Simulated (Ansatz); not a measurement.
Base system: Mo in the bcc (W type) structure (space group Im-3m, No. 229; a = 3.130 Å). Axes: x, y, z lie along the cube axes.

Level of theory: PBEsol in Ansatz (plane waves to 420 eV, PAW, no spin-orbit coupling).

For the base:

| Quantity | Value |
|---|---|
| Shortest interatomic distance | 2.710 Å |

Modification: a free-standing slab of 6 layers (6 atoms, 1 a layer) is cut normal to [110], with 15 Å of vacuum and the in-plane cell held at bulk.

Task: How does this affect the excess energy per area of both faces, change of the spacing d23 from its bulk value of 2.213 Å, shortest interatomic distance and change of the spacing d12 from its bulk value of 2.213 Å?

Result: The excess energy per area of both faces (slab less bulk energy over the cell's area: twice a surface energy) comes out as 6.2 J/m² (uncertain by up to 0.1 J/m²); the change of the spacing d23 from its bulk value of 2.213 Å amounts to +0.4 %; the shortest interatomic distance falls by 0.085 Å to 2.625 Å; the change of the spacing d12 from its bulk value of 2.213 Å comes out as -4.8 %.

The excess energy carries the mismatch between the slab's and the bulk's meshes. Stability against distortions was not tested. The final runs are not spin-polarised.

Ansatz is a first-principles code.
